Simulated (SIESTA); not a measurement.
## Input and output of a self-consistent single point for Si2Ni (Fm-3m, 3 atoms in the cell) (SIESTA)

Method of the run: GGA PBE, numerical atomic orbitals DZP, PseudoDojo PBE standard norm-conserving potentials (rewritten from UPF to PSML) (SIESTA).

Input:

```
# files in the folder: Si.psml Ni.psml (PseudoDojo PBE standard)
SystemName  Si2Ni
SystemLabel si2ni

NumberOfAtoms                3
NumberOfSpecies              2
%block ChemicalSpeciesLabel
  1 14 Si
  2 28 Ni
%endblock ChemicalSpeciesLabel
LatticeConstant              1.0 Ang
%block LatticeVectors
     0.000000000    2.693155000    2.693155000
     2.693155000    0.000000000    2.693155000
     2.693155000    2.693155000    0.000000000
%endblock LatticeVectors
AtomicCoordinatesFormat      Bohr
%block AtomicCoordinatesAndAtomicSpecies
     2.544662681    2.544662681    2.544662681  1
     7.633988042    7.633988042    7.633988042  1
     0.000000000    0.000000000    0.000000000  2
%endblock AtomicCoordinatesAndAtomicSpecies

XC.functional                GGA
XC.authors                   PBE
PAO.BasisSize                DZP
PAO.EnergyShift              0.01 Ry
MeshCutoff                   350 Ry
%block kgrid.MonkhorstPack
    9   0   0  0.0
    0   9   0  0.0
    0   0   9  0.0
%endblock kgrid.MonkhorstPack
OccupationFunction           MP
OccupationMPOrder            0
ElectronicTemperature        0.1 eV

MaxSCFIterations             150
SCF.Mixer.Method             Pulay
SCF.Mixer.Weight             0.2
SCF.Mixer.History            6
SCF.DM.Tolerance             1.0E-04
Diag.ParallelOverK           true
WriteForces                  true
```

The program printed (abridged):

```
reinit: Reading from file input.fdf

reinit: System Name: Si2Ni
reinit: System Label: si2ni

coor:   Atomic-coordinates input format  =     Cartesian coordinates
coor:                                            (in Bohr units)

siesta: Atomic coordinates (Bohr) and species
siesta:      2.54466   2.54466   2.54466  1        1
siesta:      7.63399   7.63399   7.63399  1        2
siesta:      0.00000   0.00000   0.00000  2        3

siesta: System type = bulk

initatomlists: Number of atoms, orbitals, and projectors:      3    45    54

siesta: ******************** Simulation parameters ****************************
redata: Spin configuration                          = none
redata: Time-Reversal Symmetry                      = T
redata: Number of Atomic Species                    =        2
redata: Mesh Cutoff                                 =   350.0000 Ry
redata: Net charge of the system                    =     0.0000 |e|
redata: Min. number of SCF Iter                     =        0
redata: Max. number of SCF Iter                     =      150
redata: SCF convergence failure will abort job
redata: SCF mix quantity                            = Hamiltonian
redata: Mix DM or H after convergence               =   F
redata: Recompute H after scf cycle                 =   F
redata: Mix DM in first SCF step                    =   T
redata: No kicks to SCF
redata: DM Mixing Weight for Kicks                  =     0.5000
redata: Require Harris convergence for SCF          =   F
redata: Harris energy tolerance for SCF             =     0.000100 eV
redata: Require DM convergence for SCF              =   T
redata: DM tolerance for SCF                        =     0.000100
redata: Require EDM convergence for SCF             =   F
redata: EDM tolerance for SCF                       =     0.001000 eV
redata: Require H convergence for SCF               =   T
redata: Hamiltonian tolerance for SCF               =     0.001000 eV
redata: Require (free) Energy convergence for SCF   =   F
redata: (free) Energy tolerance for SCF             =     0.000100 eV
redata: Using DFT-D3 dispersion                     =   F
redata: Using Saved Data (generic)                  =   F
redata: Method of Calculation                       = Diagonalization
redata: Electronic Temperature                      =  1160.4518 K
redata: Number of TDED substeps                     =        3
redata: Dynamics option                             = Single-point calculation
redata: Save all siesta data in one NC              =   F
redata: ***********************************************************************

%block SCF.Mixers
  Pulay
%endblock SCF.Mixers

%block SCF.Mixer.Pulay
  # Mixing method
  method pulay
  variant stable

  # Mixing options
  weight 0.2000
  weight.linear 0.2000
  history 6
%endblock SCF.Mixer.Pulay

DM_history_depth set to one: no extrapolation allowed by default for geometry relaxation
Size of DM history Fstack: 1
Total number of electrons:    26.000000
Total ionic charge:    26.000000

* ProcessorY, Blocksize:    1  46

* Orbital distribution balance (max,min):    45    45

 Kpoints in:          405 . Kpoints trimmed:          365

siesta: k-grid: Number of k-points = 365
siesta: k-points from Monkhorst-Pack grid
siesta: k-cutoff (effective) =    17.139 Ang
siesta: k-point supercell and displacements
siesta: k-grid:     9     0     0      0.000
siesta: k-grid:     0     9     0      0.000
siesta: k-grid:     0     0     9      0.000

diag: Algorithm                                     = D&C
diag: Parallel over k                               =   F
diag: Use parallel 2D distribution                  =   F
diag: Parallel block-size                           = 46
diag: Parallel distribution                         =     1 x     1
diag: Used triangular part                          = Lower
diag: Absolute tolerance                            =  0.100E-15
diag: Orthogonalization factor                      =  0.100E-05
diag: Memory factor                                 =  1.0000

superc: Internal auxiliary supercell:     7 x     7 x     7  =     343
superc: Number of atoms, orbitals, and projectors:   1029  15435  18522

                        Single-point calculation

superc: Internal auxiliary supercell:     7 x     7 x     7  =     343
superc: Number of atoms, orbitals, and projectors:   1029  15435  18522

outcell: Unit cell vectors (Ang):
        0.000000    2.693155    2.693155
        2.693155    0.000000    2.693155
        2.693155    2.693155    0.000000

outcell: Cell vector modules (Ang)   :    3.808696    3.808696    3.808696
outcell: Cell angles (23,13,12) (deg):     60.0000     60.0000     60.0000
outcell: Cell volume (Ang**3)        :     39.0674
new_DM -- step:     1
Initializing Density Matrix...

Attempting to read DM from file... Failed...
DM filled with atomic data:

InitMesh: MESH = 36 x 36 x 36 = 46656
InitMesh: Mesh cutoff (required, used) =   350.000   370.378 Ry

stepf: Methfessel-Paxton step function
       Using Hermite-Gauss polynomials of order  0

        iscf     Eharris(eV)        E_KS(eV)     FreeEng(eV)     dDmax    Ef(eV) dHmax(eV)
   scf:    1    -4695.584181    -4766.613786    -4766.616343  1.575319 -2.196480 37.416078
   scf:    2    -4763.761772    -4790.459289    -4790.463286  0.475233 -4.274158 15.540387
   scf:    3    -4797.618514    -4795.342358    -4795.348690  0.109553 -3.715377  3.044548
   scf:    4    -4739.891291    -4777.483538    -4777.485916  0.295359 -2.460371 28.380812
   scf:    5    -4798.087126    -4795.630142    -4795.635337  0.245859 -3.588285  0.120415
   scf:    6    -4795.629403    -4795.629804    -4795.635008  0.001094 -3.585591  0.179047
   scf:    7    -4795.629352    -4795.630207    -4795.635445  0.001737 -3.597502  0.093092
   scf:    8    -4795.629985    -4795.630320    -4795.635541  0.001015 -3.590716  0.064276
   scf:    9    -4795.630405    -4795.630402    -4795.635628  0.000476 -3.593668  0.001695
   scf:   10    -4795.630402    -4795.630402    -4795.635628  0.000005 -3.593648  0.001227
   scf:   11    -4795.630403    -4795.630402    -4795.635628  0.000012 -3.593597  0.000002

SCF Convergence by DM+H criterion
max |DM_out - DM_in|         :     0.0000121437
max |H_out - H_in|      (eV) :     0.0000022892
SCF cycle converged after 11 iterations

Using DM_out to compute the final energy and forces

siesta: E_KS(eV) =            -4795.6304

siesta: E_KS - E_eggbox =     -4795.6304

siesta: Atomic forces (eV/Ang):
     1   -0.000398   -0.000398   -0.000398
     2    0.000398    0.000398    0.000398
     3   -0.000000   -0.000000   -0.000000
   Tot   -0.000000   -0.000000   -0.000000
   Max    0.000398
   Res    0.000325    sqrt( Sum f_i^2 / 3N )
   Max    0.000398    constrained

Stress tensor Voigt[x,y,z,yz,xz,xy] (kbar):      -45.71      -45.71      -45.71       -0.34       -0.34       -0.34
(Free)E + p*V (eV/cell)    -4794.5210
Target enthalpy (eV/cell)    -4795.6356

siesta: Program's energy decomposition (eV):
siesta: Ebs     =      -785.504141
siesta: Eions   =      6175.529617
siesta: Ena     =       464.364629
siesta: Ekin    =      2238.024448
siesta: Enl     =      -689.507503
siesta: Eso     =         0.000000
siesta: Edftu   =         0.000000
siesta: DEna    =        36.679085
siesta: DUscf   =         1.056298
siesta: DUext   =         0.000000
siesta: Ex      =      -629.157684
siesta: Ec      =       -41.560060
siesta: Exc     =      -670.717744
siesta: Eharris =     -4795.630403
siesta: Etot    =     -4795.630402
siesta: FreeEng =     -4795.635628

siesta: Stress tensor (static) (eV/Ang**3):
siesta:    -0.028531   -0.000209   -0.000209
siesta:    -0.000209   -0.028531   -0.000209
siesta:    -0.000209   -0.000209   -0.028531

siesta: Cell volume =         39.067358 Ang**3

siesta: Pressure (static):
siesta:                Solid            Molecule  Units
siesta:           0.00031074          0.00031045  Ry/Bohr**3
siesta:           0.02853115          0.02850375  eV/Ang**3
siesta:          45.71194913         45.66803867  kBar
```

The run converged in 11 iterations.

The starting cell comes from a database of computed structures (which also holds hypothetical and non-ambient phases and stackings), without a prior relaxation at this level. Spin polarisation is off. Values carry the incompleteness of an atom-centred basis. With a pressure of about 5 GPa the cell is away from its equilibrium volume at this level.

Cost on one core of a shared machine: roughly 30 s.
